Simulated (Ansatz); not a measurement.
## Pressure series in Ge

Base system: Ge in the diamond structure (space group Fd-3m, No. 227; a = 5.762 Å).

Cell and atoms are relaxed at each pressure.

Method: PBE/PAW in Ansatz (an electronic-structure program), spin-orbit coupling left out, earlier PAW set.

| pressure (GPa) | volume per atom (Å³/atom) |
|---|---|
| -2 | 24.818 |
| 0 | 23.915 |
| 1.8 | 23.237 |
| 4.2 | 22.482 |
| 9 | 21.298 |
| 18 | 19.723 |
| 30 | ? |
| 45 | 16.993 |
| 60 | 16.033 |

Q: Fit the third-order Birch–Murnaghan form P(V) = (3B₀/2)[(V₀/V)^(7/3) − (V₀/V)^(5/3)]·[1 + (3/4)(B₀′ − 4)((V₀/V)^(2/3) − 1)] (squares taken in P) to the rows shown and predict the withheld row.

A: Least squares on the printed values gives V₀ = 23.906 Å³/atom, B₀ = 60.5 GPa, B₀′ = 4.5; this predicts 18.264 Å³/atom, and the run gives 18.277 Å³/atom, 0.013 higher.

Measured bulk modulus of Ge: 77.3 GPa (static lattice; corrected from measurement; as listed in Tanner et al., arXiv (2021)); the computed value is 22 % below it.

Load acts through the strain it causes; cell and atoms are relaxed under it. No phonon test of stability was made. Measured, Ge leaves this structure (for the β-tin structure) near 10.6 GPa (room temperature; as listed in arXiv:1906.07825).
